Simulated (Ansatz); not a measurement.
**NbN: alloy series**

Consider NbN in the rock salt structure (space group Fm-3m, No. 225).

```cif
data_N4Nb4
_chemical_formula_sum 'N4 Nb4'
_space_group_name_H-M_alt 'Fm-3m'
_space_group_IT_number 225
_space_group_name_Hall '-F 4 2 3'
_cell_length_a 4.38009
_cell_length_b 4.38009
_cell_length_c 4.38009
_cell_angle_alpha 90.000
_cell_angle_beta 90.000
_cell_angle_gamma 90.000
loop_
_atom_site_label
_atom_site_type_symbol
_atom_site_symmetry_multiplicity
_atom_site_Wyckoff_symbol
_atom_site_fract_x
_atom_site_fract_y
_atom_site_fract_z
_atom_site_occupancy
N1 N 4 a 0.00000 0.00000 0.00000 1
Nb1 Nb 4 b 0.50000 0.50000 0.50000 1
```
(The calculation used a cell of 2 atoms; values per cell refer to that cell.)

The other end (x = 1) is VN in the rock salt structure (space group Fm-3m, No. 225): 8.45 Å³/atom, gap zero.

V replaces a fraction x of Nb; each row is one arrangement (x, atoms in the cell, starting space group or random), fully relaxed.

Method: Kohn–Sham DFT with the PBEsol functional, run in Ansatz (an electronic-structure program) with PAW and 420 eV plane waves, no spin-orbit coupling.

Notes on the quantities. deviation of the volume from the linear: Vegard-type) interpolation; mixing energy: to 0.01 eV only: unlike meshes or grids.

| change | deviation of the volume from the linear | mixing energy | density |
|---|---|---|---|
| base | – | – | 8.45 g/cm³ |
| x(V) = 0.25, 8 atoms, Pm-3m | +1.1 % | +0.03 eV/atom | 7.92 g/cm³ |
| x(V) = 0.333, 6 atoms, Immm | +0.8 % | +0.02 eV/atom | 7.79 g/cm³ |
| x(V) = 0.5, 8 atoms, Pmmn | +0.5 % | +0.02 eV/atom | 7.49 g/cm³ |
| x(V) = 0.667, 6 atoms, I4/mmm | +1.4 % | +0.04 eV/atom | 7.08 g/cm³ |
| x(V) = 0.75, 8 atoms, Pm-3m | +1.2 % | +0.04 eV/atom | 6.91 g/cm³ |
| x(V) = 0.75, 8 atoms, I4/mmm | +0.9 % | +0.03 eV/atom | 6.93 g/cm³ |

The magnetic state is the one reached from the starting moments; the real material's order can differ, and small cells can't hold many antiferromagnetic ones. Each cell is one ordered arrangement of few atoms, which overstates ordering effects compared with a random alloy. No phonon test of stability was made. Starting moments died away, wholly or in part, for Nb → V, x(V) = 0.5, 8 atoms, Pmmn, x(V) = 0.667, 6 atoms, I4/mmm and x(V) = 0.75, 8 atoms, Pm-3m and more; another magnetic solution may exist. Spin-polarised in the final run: Nb3VN4 and Nb2VN3; the other runs are not.
